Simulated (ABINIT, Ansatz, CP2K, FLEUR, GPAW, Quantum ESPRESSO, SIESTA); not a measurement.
## One structure in several programs: RbNO3 (R32, 5 atoms in the cell)

Self-consistent single point.

```yaml
crystal:
  lattice:
    - [3.11148, 1.79641, 3.11782]
    - [-3.11148, 1.79641, 3.11782]
    - [0.00000, -3.59282, 3.11782]
  atoms:
    - { symbol: Rb, position: [0.50000, 0.50000, 0.50000] }
    - { symbol: N, position: [0.00000, 0.00000, 0.00000] }
    - { symbol: O, position: [0.00000, 0.79343, 0.20657] }
    - { symbol: O, position: [0.20657, 0.00000, 0.79343] }
    - { symbol: O, position: [0.79343, 0.20657, 0.00000] }
```

Shared settings, as Ansatz (a program for electronic structure) writes them: kpoints.mp_grid.grid = 5 5 5; scf.occupations.method = fixed. Potentials and cutoffs stand in the table.

| code | model | pressure (GPa) | largest force (eV/Å) | gap on the mesh (eV) | cutoff |
|---|---|---|---|---|---|
| Quantum ESPRESSO | LDA (PZ), GBRV 1.5 ultrasoft (LDA) pseudopotentials | -6.35 | 1.852 | 2.876 | 40 Ry |
| FLEUR | LDA (Perdew-Zunger), all-electron FLAPW (FLEUR), scalar-relativistic valence | – | 1.714 | 2.954 | Kmax 4.7 1/bohr |
| GPAW | LDA (Perdew-Wang 92), GPAW PAW datasets LDA (gpaw-data 1.0.1) | – | 2.040 | 2.858 | 900 eV |
| Ansatz | LDA (PW92), PAW files made with PBE | -7.21 | 2.147 | 2.865 | 420 eV |
| CP2K | LDA (Pade form), GPW, DZVP-MOLOPT-SR-GTH basis, GTH-PADE potentials (GTH_POTENTIALS) | -5.55 | 1.559 | 2.835 | grid 500 Ry |
| ABINIT | LDA (PW92), norm-conserving pseudopotentials (PseudoDojo nc-sr-04 LDA standard) | -6.44 | 1.932 | 2.835 | 84 Ry |
| SIESTA | LDA PW92, numerical atomic orbitals TZP, PseudoDojo LDA standard norm-conserving potentials (rewritten from UPF to PSML) | -6.98 | 1.283 | 2.780 | grid 350 Ry |

A dash marks a value that a program does not give, or that is left out as unsure.

Gaps are read on the mesh.

The spread over the programs that give each value: pressure within 1.66 GPa; largest force within 0.864 eV/Å; gap on the mesh within 0.174 eV.

CP2K and SIESTA use small atom-centred bases, whose incompleteness enters pressures, forces and empty levels differently from a plane-wave cutoff. FLEUR treats all electrons, but the usual bases taken here (sphere radii, linearisation, local orbitals, empty states) were not tested for convergence, so the values are no reference for the others. Ansatz's pressure is given at a fixed set of plane waves, as the other plane-wave codes print theirs; with its correction for the finite basis it is -6.83 GPa (the shift of 0.38 GPa shows how far the cutoff is from converged). The pressure of GPAW is left out: its cutoff lies under the one at which its stress was checked. The same LDA comes in different parametrisations, which differ slightly. In the force vectors, Quantum ESPRESSO (by 0.134), FLEUR (by 0.272), Ansatz (by 0.161), CP2K (by 0.427) and SIESTA (by 0.703) lie more than 0.08 eV/Å from the median of the plane-wave programs.

The starting cell comes from a database of computed structures (which also holds hypothetical and non-ambient phases and stackings), without a prior relaxation at this level. Its lattice was rescaled by a random factor within 2.5 % of one.

Keys are those of Ansatz 0.2.
